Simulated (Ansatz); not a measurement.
System: Nb-vacancy pair (Nb on one host Ti site, one O site vacant) in rutile TiO2 (charge state +3). Calculation: PBE, PAW (plane waves to 420 eV; Ansatz, a program for electronic structure).

Cell of 72 host sites held at the relaxed PBE lattice; one k-point at (0.250, 0.250, 0.250); Fermi-Dirac width 0.01 eV, spin-restricted; finite-size errors left in. Static, classical nuclei. The charge state is imposed; whether it is stable for some Fermi level was not computed. Forms of the defect that were not tried may lie lower. The start lies 0.53 eV above the lowest site run (PBE).

Barriers: single points on a 2×2×2 k-point mesh shifted by half a step at the bands' geometries.

The step: a nearby O atom hops onto the vacant site (Nb-vacancy distance between ideal sites 1.96 → 4.61 Å). Atoms about the jump, Cartesian Å from the middle of the jump, before and after:

```json
[
 {"atom": "O1", "x0": "1.10", "y0": "-0.23", "z0": "0.70", "x1": "-1.10", "y1": "0.23", "z1": "-0.70"},
 {"atom": "Ti2", "x0": "0.45", "y0": "-1.38", "z0": "-0.73", "x1": "0.06", "y1": "-1.35", "z1": "-0.91"},
 {"atom": "Ti3", "x0": "0.33", "y0": "-1.10", "z0": "2.21", "x1": "0.10", "y1": "-1.39", "z1": "2.40"},
 {"atom": "Ti4", "x0": "-2.24", "y0": "1.34", "z0": "0.94", "x1": "-2.07", "y1": "1.07", "z1": "0.74"},
 {"atom": "O5", "x0": "-1.18", "y0": "0.28", "z0": "2.15", "x1": "-1.10", "y1": "0.23", "z1": "2.21"},
 {"atom": "O6", "x0": "-0.68", "y0": "-2.01", "z0": "0.70", "x1": "-0.59", "y1": "-2.01", "z1": "0.75"},
 {"atom": "O7", "x0": "-0.68", "y0": "2.54", "z0": "0.73", "x1": "-0.65", "y1": "2.59", "z1": "0.74"},
 {"atom": "O8", "x0": "1.09", "y0": "-0.24", "z0": "-2.17", "x1": "1.12", "y1": "-0.29", "z1": "-2.16"},
 {"atom": "O9", "x0": "1.69", "y0": "2.08", "z0": "-0.74", "x1": "1.65", "y1": "2.01", "z1": "-0.69"},
 {"atom": "Ti10", "x0": "2.57", "y0": "1.26", "z0": "0.71", "x1": "2.80", "y1": "1.38", "z1": "0.75"},
 {"atom": "O11", "x0": "1.68", "y0": "2.06", "z0": "2.22", "x1": "1.65", "y1": "2.01", "z1": "2.18"},
 {"atom": "O12", "x0": "1.72", "y0": "-2.64", "z0": "-0.72", "x1": "1.65", "y1": "-2.52", "z1": "-0.72"},
 {"atom": "O13", "x0": "-0.68", "y0": "-2.02", "z0": "-2.17", "x1": "-0.69", "y1": "-2.10", "z1": "-2.31"},
 {"atom": "O14", "x0": "1.11", "y0": "-0.24", "z0": "3.71", "x1": "1.13", "y1": "-0.30", "z1": "3.65"},
 {"atom": "O15", "x0": "1.67", "y0": "-2.56", "z0": "2.20", "x1": "1.66", "y1": "-2.53", "z1": "2.21"},
 {"atom": "O16", "x0": "3.47", "y0": "0.23", "z0": "-0.73", "x1": "3.43", "y1": "0.23", "z1": "-0.69"},
 {"atom": "O17", "x0": "-3.44", "y0": "-0.23", "z0": "0.73", "x1": "-3.47", "y1": "-0.25", "z1": "0.75"},
 {"atom": "O18", "x0": "-2.92", "y0": "2.00", "z0": "-0.70", "x1": "-2.96", "y1": "2.05", "z1": "-0.70"},
 {"atom": "Nb19", "x0": "-2.29", "y0": "1.36", "z0": "-2.40", "x1": "-2.11", "y1": "1.27", "z1": "-2.24"}
]
```

Q: Where do these atoms stand at the saddle point, and how high is it?

A: 
```csv
atom,x,y,z
O1,0.11,0.02,0.39
Ti2,0.29,-1.37,-0.79
Ti3,0.08,-1.25,2.21
Ti4,-1.80,1.22,0.85
O5,-1.26,0.15,2.41
O6,-0.62,-2.29,0.77
O7,-0.61,2.60,0.75
O8,1.09,-0.27,-2.24
O9,1.68,2.10,-0.76
Ti10,2.68,1.38,0.71
O11,1.65,2.05,2.21
O12,1.72,-2.54,-0.71
O13,-0.77,-1.99,-2.20
O14,1.09,-0.28,3.68
O15,1.69,-2.49,2.18
O16,3.40,0.21,-0.71
O17,-3.40,-0.31,0.72
O18,-2.76,1.85,-0.65
Nb19,-2.22,1.33,-2.39
```
It lies 0.96 eV above the start and 1.47 eV above the end. The saddle point's order was not checked.
